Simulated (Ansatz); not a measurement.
Base system: Sr in the fcc (Cu type) structure (space group Fm-3m, No. 225; a = 6.100 Å).

All numbers come from DFT with r2SCAN, PAW potentials and a 500 eV plane-wave cutoff in Ansatz (a program for electronic structure), no spin-orbit coupling.

One change was made to it. Results:

The shortest interatomic distance shrinks by 1.133 Å (4.313 Å → 3.180 Å); the density shrinks by 0.789 g/cm³ to 1.78 g/cm³.

**Question.** What was done to the base?
(A) Sr → Mg
(B) Sr → Y
(C) Sr → Be

**Answer.** A, Sr → Mg. For comparison, the shortest interatomic distance in the other runs: Sr → Y gives 3.608 Å; Sr → Be gives 2.235 Å.

Whether these cells are dynamically stable was not tested. As relaxed here, Be is a hypothetical phase, not in the database extracts checked. For Mg in this form, whether it has been made was not checked. All final runs are without spin polarisation. This is not the structure that Mg has at room temperature and ambient pressure. This is not the structure that Y has at room temperature and ambient pressure.
